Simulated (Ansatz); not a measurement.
Base system: GaSb in the zinc blende structure (space group F-43m, No. 216; a = 6.1324 Å).

Computed with r2SCAN, PAW, 500 eV (Ansatz, a quantum-chemistry and plane-wave program; no SOC).

One change was made to it. Results:

```
quantity             base     after
---------------  --------  --------
band gap          0.41 eV   0.84 eV
volume per atom  28.83 Å³  26.96 Å³
```

Task: Which of these changes matches the shifts?
(A) pressure 4.2 GPa
(B) pressure −2 GPa
(C) pressure 18 GPa
(D) pressure 1.8 GPa

Result: A, pressure 4.2 GPa. For comparison, the band gap in the other runs: pressure 18 GPa gives 0.74 eV; pressure −2 GPa gives 0.10 eV; pressure 1.8 GPa gives 0.65 eV.

With Sb present, leaving out spin-orbit coupling can change the band edges. Load acts through the strain it causes; cell and atoms are relaxed under it. Whether these cells are dynamically stable was not tested. Tetrahedral semiconductors of this kind turn to denser phases somewhere between about 1 and 50 GPa; those were not computed, so compressed cells here can lie past the real transition. A zero or small gap of GaSb under pressure −2 GPa can be the functional's error rather than a property of the material.
